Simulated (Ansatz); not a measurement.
# Worked example: self-consistent single point of Be2Ag (Fd-3m, 6 atoms in the cell) in Ansatz

Method of the run: LDA (PW92), default PAW files made with PBE (plane waves; Ansatz, a program for electronic structure).

The input file:

Ansatz 0.2 input:
```yaml
# Be2Ag
crystal:
  lattice:
    - [0.00000000, 3.26210900, 3.26210900]
    - [3.26210900, 0.00000000, 3.26210900]
    - [3.26210900, 3.26210900, 0.00000000]
  atoms:
    - { symbol: Be, position: [0.12500000, 0.12500000, 0.12500000] }
    - { symbol: Be, position: [0.62500000, 0.12500000, 0.12500000] }
    - { symbol: Be, position: [0.12500000, 0.62500000, 0.12500000] }
    - { symbol: Be, position: [0.12500000, 0.12500000, 0.62500000] }
    - { symbol: Ag, position: [0.75000000, 0.75000000, 0.75000000] }
    - { symbol: Ag, position: [0.50000000, 0.50000000, 0.50000000] }
basis:
  ecutwfc: 420.0
kpoints:
  mp_grid: { grid: [7, 7, 7] }
hamiltonian:
  xc: lda
  pseudopotentials: { kind: paw }
scf:
  occupations: { method: methfessel_paxton, width: 0.2 }
output:
  forces: true
  eigenvalues: true
  stress: true
```

Output, abridged:

```
WARN ansatz: RAYON_NUM_THREADS=1 ignored (pool sized by the plan → 1); use --threads N
Pseudopotentials: kind: paw
Pseudopotential: Be, paw, valence charge 2
Pseudopotential: Ag, paw, valence charge 19
Crystal: 6 atoms, lattice volume = 69.427 Å³
Basis set: ecut = 420 eV, 1363 PW (Γ)
Bands: 29, of which v1, the nominal top of the filled ones, is band 23 counted from 1 (22 counted from 0)
Symmetry: 48 space group operations
Space group: Fd-3m (ITA 227), of the structure as read, at distance tolerance 4.1e-5 Å
k-points: 20 of 343
PAW frozen core: Be, regenerated for the run's functional, and the local potential with it
PAW frozen core: Ag, regenerated for the run's functional, and the local potential with it
Initial density: superposition of atomic densities (neutral atoms: chi_scale 0, normalization atom), corrected by the library's trained network
Initial wavefunctions: pseudopotential atomic-orbital guess
Eigensolver: davidson
Functional: x = slater, c = lda
SCF iter   1: F=—  HF=-15269.066900 eV  |F-HF|=—  |Δ(HF+E_count)|=         —  Δρ=8.64e-3  dr2=3.43e-2  ethr=1.77e-3  ⟨swp⟩=5.7  Hψ=2492  notcnv=0
all-band conjugate gradients solve this SCF's bands
preconditioner: auto → Kerker (q_TF=auto, 2.547 Å⁻¹)
SCF iter   2: F=—  HF=-15269.058054 eV  |F-HF|=—  |Δ(HF+E_count)|=   8.85e-3  S|Δr|=    0.00e0  Δρ=3.05e-3  dr2=3.09e-3  ethr=7.46e-5  ⟨swp⟩=2.6  Hψ=1186  notcnv=0
SCF iter   3: F=—  HF=-15269.057593 eV  |F-HF|=—  |Δ(HF+E_count)|=   4.60e-4  S|Δr|=    0.00e0  Δρ=1.58e-3  dr2=1.17e-3  ethr=6.73e-6  ⟨swp⟩=1.0  Hψ=555  notcnv=0
SCF iter   4: F=—  HF=-15269.057316 eV  |F-HF|=—  |Δ(HF+E_count)|=   2.77e-4  S|Δr|=    0.00e0  Δρ=1.63e-4  dr2=3.30e-5  ethr=2.53e-6  ⟨swp⟩=2.0  Hψ=787  notcnv=0
SCF iter   5: F=—  HF=-15269.057313 eV  |F-HF|=—  |Δ(HF+E_count)|=   3.54e-6  S|Δr|=    0.00e0  Δρ=3.28e-5  dr2=6.70e-7  ethr=7.17e-8  ⟨swp⟩=2.0  Hψ=849  notcnv=0
SCF iter   6: F=-15269.057312 eV  HF=-15269.057312 eV  |F-HF|=9.44e-9  |Δ(HF+E_count)|=   2.15e-7  S|Δr|=    0.00e0  Δρ=5.64e-6  dr2=2.02e-8  ethr=2.17e-10  ⟨swp⟩=7.2  Hψ=2566  notcnv=0
SCF 1 converged in 6 iterations: F = -15269.057312 eV  dr2 = 2.02e-8
SCF converged after 6 iterations
Stability not checked (fill_not_monotonic)
Free energy (F): -15269.057312 eV
Harris-Foulkes:  -15269.057312 eV  (|F-HF|=9.44e-9)
Internal energy: -15269.043864 eV  (E = F + TS)
E sigma→0 (E₀):  -15269.053950 eV
Entropy (-TS):   -0.013448 eV (-2.241 meV/atom)
Fermi energy:    11.894808 eV
--- Per-component energies (eV) ---
  E_band       = -635.487970
  E_kinetic    = 1127.607390
  E_local      = -6267.556119  (includes V_loc(G=0)·N_el)
  E_nonlocal   = 186.141903
  E_hartree    = 2847.057846
  E_xc         = -444.423231
  E_vxc        = -550.947113  (∫ρ·V_xc dr)
  E_paw        = -7756.121133  (= ΣΔE_a)
  E_vpaw       = -824.841880  (= ΣTr[D̂ρ^β])
  E_aug_tail   = 0.000481  (compensation charges beyond the density's cutoff)
  E_ewald      = -4963.321767
  E_core_change = 1.570763  (= ΣΔE_core)
  E_smearing   = -0.013448  (= −TS)
  E_closure    = -0.000000  (closes the sum)
  Σ components = -15269.057312   (vs F -15269.057312, Δ=0.00e0)
--- Forces (eV/Å), atoms counted from 1 ---
  atom   1  Be    -0.00000000     0.00000000     0.00000000
   [... zero for the other atoms too ...]
  max |Σ_I F_I| component: 4.16e-17 eV/Å
--- Stress (GPa, compression-positive) ---
      -13.800738       0.000000       0.000000
       -0.000000     -13.800738       0.000000
        0.000000       0.000000     -13.800738
  P = ⅓ Tr σ = -13.8007 GPa (-138.007 kbar)
  The stress holds the Pulay correction. Without it, at fixed plane waves, as pw.x and ABINIT print it: P = -13.8220 GPa
--- Band table (eV; the first three rows and the last of 20) ---
  k-point 0: bands = ["-80.5747", "-80.5590", "-44.1199", "-44.1199", "-44.1199", "-44.0593", "-44.0593", "-44.0593", "2.5358", "5.7299", "5.7299", "6.1599", "6.1599", "6.1599", "6.5916", "6.5916", "6.5916", "7.7174", "7.7174", "8.8917", "12.4113", [...]
  k-point 1: bands = ["-80.5741", "-80.5596", "-44.1209", "-44.1209", "-44.1190", "-44.0602", "-44.0583", "-44.0583", "2.7334", "5.7284", "5.7284", "6.0965", "6.2031", "6.2031", "6.4565", "6.6219", "6.6219", "7.7134", "7.7134", "8.9607", "11.1319", [...]
  k-point 2: bands = ["-80.5727", "-80.5611", "-44.1230", "-44.1230", "-44.1170", "-44.0624", "-44.0561", "-44.0561", "3.3013", "5.7498", "5.7498", "5.9271", "6.1072", "6.1914", "6.1914", "6.8125", "6.8125", "7.6862", "7.6862", "9.0499", "9.4877", [...]
  k-point 19: bands = ["-80.5680", "-80.5658", "-44.1305", "-44.1288", "-44.0956", "-44.0838", "-44.0504", "-44.0488", "4.8278", "5.0263", "5.7524", "6.0791", "6.2057", "6.5166", "6.5969", "6.6237", "7.4764", "7.5697", "7.7327", "7.8941", "8.0488", [...]
```

The run converged in 6 iterations.

The starting cell was generated: these elements placed on a structure prototype, without a prior relaxation; it need not be a known phase or ordering of this composition. Its lattice was rescaled by a random factor within 2.5 % of one. With a pressure of about -14 GPa the cell is away from its equilibrium volume at this level. Ansatz's pressure includes its estimate of the finite-basis (Pulay) stress.
